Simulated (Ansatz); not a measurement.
## rock-salt TaC (1 1 1) on anatase TiO2 (1 1 0) (film strained to the substrate, started from cuts of the bulks and a machine-learned relaxation; slabs O20Ti10 and C12Ta12, which can lie off the formulas)

A periodic stack without vacuum, rock-salt TaC (1 1 1) on anatase TiO2 (1 1 0) (film strained to the substrate, started from cuts of the bulks and a machine-learned relaxation; slabs O20Ti10 and C12Ta12, which can lie off the formulas): substrate slab O20Ti10, film C12Ta12, surface cells [[0, -1], [1, 0]] and [[-2, 1], [-1, -1]], film strained by -2.0 and +2.2 %, outermost planes OTi/OTi and C/Ta as cut, which need not be the usual terminations and can put a slab off its formula.

The start was prepared with a machine-learned potential, and the result is one local minimum, with the in-plane cell held and forces under 0.04 eV/Å; the film can end far from its bulk form.

Calculation: PBE (plane waves to 420 eV, PAW; Ansatz, an electronic-structure program). No spin–orbit coupling; the runs are not spin-polarised; PBE gaps are too small against experiment. Its k-point mesh 6×6×1, Fermi–Dirac width 0.05 eV.

The interface area comes out as 26.1 Å². The period is 25.39 Å and the heights between the nearest atoms of the two slabs at the two interfaces is 2.21 and 2.00 Å. The Ta–Ti contacts across the interfaces within 1.22 times the sum of covalent radii is 9, mean 3.60 Å and the O–Ta contacts across the interfaces within 1.22 times the sum of covalent radii is 2, mean 2.03 Å. The C–Ti contacts across the interfaces within 1.22 times the sum of covalent radii is 1, mean 2.25 Å.

```
Ta6Ti5C6O10
1.0
    5.37244     0.00039    -0.03918
    2.68590     4.84986    -0.13153
    0.03067    -0.19407    25.39909
O Ti C Ta
20 10 12 12
Direct
  0.14980   0.77348   0.03358
  0.67015   0.31614   0.09147
  0.05536   0.48254   0.09524
  0.56840   0.00212   0.03382
  0.63904   0.82713   0.14455
  0.13850   0.32908   0.20065
  0.55067   0.50522   0.19925
  0.05785   0.99098   0.14550
  0.14193   0.83966   0.25357
  0.63580   0.34741   0.30632
  0.04947   0.52186   0.30658
  0.55303   0.01123   0.25266
  0.63434   0.85977   0.35996
  0.13387   0.36323   0.41222
  0.53749   0.54678   0.41278
  0.04093   0.02914   0.36101
  0.13747   0.90029   0.47139
  0.62488   0.36823   0.51855
  0.01956   0.58454   0.51628
  0.54342   0.03370   0.46845
  0.35908   0.39078   0.05199
  0.85670   0.89735   0.09558
  0.84992   0.40895   0.15247
  0.34848   0.91826   0.20401
  0.34437   0.42651   0.25858
  0.84419   0.93581   0.31081
  0.83850   0.44431   0.36579
  0.34236   0.95684   0.41662
  0.33409   0.46614   0.47473
  0.84085   0.97085   0.51777
  0.21967   0.31628   0.60936
  0.88561   0.98436   0.60560
  0.55090   0.65330   0.60933
  0.21187   0.99959   0.70485
  0.87847   0.66694   0.70488
  0.54589   0.33335   0.70503
  0.20310   0.68289   0.80409
  0.87083   0.34945   0.80427
  0.53675   0.01559   0.80403
  0.19638   0.36591   0.90566
  0.85971   0.03448   0.90897
  0.52772   0.69905   0.90871
  0.21088   0.65694   0.64646
  0.87726   0.32493   0.64650
  0.54308   0.99104   0.64661
  0.20732   0.34103   0.75292
  0.87437   0.00640   0.75187
  0.54003   0.67469   0.75228
  0.20209   0.01923   0.85579
  0.86359   0.69712   0.85593
  0.53326   0.35693   0.85531
  0.19004   0.70402   0.95447
  0.85993   0.37285   0.95003
  0.52077   0.04241   0.95474
```
